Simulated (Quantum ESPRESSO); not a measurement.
## How a calculation on Rb3InCl6 (Fm-3m, 10 atoms in the cell) responds to its settings

```
Rb3InCl6
1.0
   -5.56471     0.00000     5.56471
    0.00000     5.56471     5.56471
   -5.56471     5.56471     0.00000
Rb In Cl
3 1 6
Cartesian
 -8.34707   8.34707   8.34707
 -2.78236   2.78236   2.78236
 -5.56471   5.56471   5.56471
  0.00000   0.00000   0.00000
 -5.56471   2.51436   5.56471
 -5.56471   8.61507   5.56471
 -2.51436   5.56471   5.56471
 -8.61507   5.56471   5.56471
 -5.56471   5.56471   2.51436
 -5.56471   5.56471   8.61507
```

Base run A: Quantum ESPRESSO with PBEsol, GBRV 1.5 ultrasoft (PBESOL) pseudopotentials, self-consistent single point.

Its settings: ecutwfc = 40 Ry; ecutrho = 200 Ry; occupations = fixed; K_POINTS = automatic 2 2 2 0 0 0; nbnd = 45; conv_thr = 1e-09 Ry.

The starting cell comes from a database of computed structures (which also holds hypothetical and non-ambient phases and stackings), without a prior relaxation at this level.

A dash stands where there is no value to compare (another energy zero or no entropy term, no result, no spin, no clean gap, or a mesh too coarse for one). 

Runs:
- B: vdw_corr: default → grimme-d3; dftd3_version: default → 3; dftd3_threebody: default → false [PBEsol-D3(0)]
- C: vdw_corr: default → grimme-d3; dftd3_version: default → 4; dftd3_threebody: default → false [PBEsol-D3(BJ)]
- D: vdw_corr: default → grimme-d3; dftd3_version: default → 4; dftd3_threebody: default → true [PBEsol-D3(BJ) with three-body term]

```csv
run,pressure (GPa),largest force (eV/Å),gap on the mesh (eV),dispersion energy (eV/atom)
A,-0.49,0.035,3.652,–
B,-1.29,0.052,3.652,-0.171
C,-1.27,0.033,3.652,-0.168
D,-1.21,0.033,3.652,-0.161
```

Run B against A: The pressure goes from -0.49 to -1.29 GPa, the largest force goes from 0.035 to 0.052 eV/Å and the gap on the mesh stays at 3.652 eV.

Run C against A: The pressure goes from -0.49 to -1.27 GPa, the largest force hardly changes (0.035 to 0.033 eV/Å) and the gap on the mesh stays at 3.652 eV.

Run D against A: The pressure goes from -0.49 to -1.21 GPa, the largest force hardly changes (0.035 to 0.033 eV/Å) and the gap on the mesh stays at 3.652 eV.
